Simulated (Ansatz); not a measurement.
Cs₂PtBr₆ (Fm-3m), PBEsol, rigid bands in Ansatz (a first-principles code): N_c = 3.16e19 cm⁻³ at 300 K and an electron conductivity mass of 0.578 mₑ.

Question: For 1e16 electrons per cm³ at 300 K, place the Fermi level, estimate the Seebeck coefficient of a parabolic band with constant τ, and give mobility and conductivity for τ = 50 fs.

Answer: The level lies k_BT ln(N_c/n) = 0.208 eV below the conduction-band minimum. S ≈ −(k_B/e)[ln(N_c/n) + 5/2] = -910 μV/K, against -907 μV/K from the full bands (mean over directions). μ = eτ/m = 152 cm²/(V·s) and σ = neμ = 0.244 S/cm. τ is assumed, not computed.

Band transport and this doping are assumed; polarons and phonon drag are left out. Spin-orbit coupling is left out; with 5d elements it also splits d-like band edges.

Computed structure with no diffraction record at hand here (it may be known, metastable or hypothetical): Cs2PtBr6 (Fm-3m).
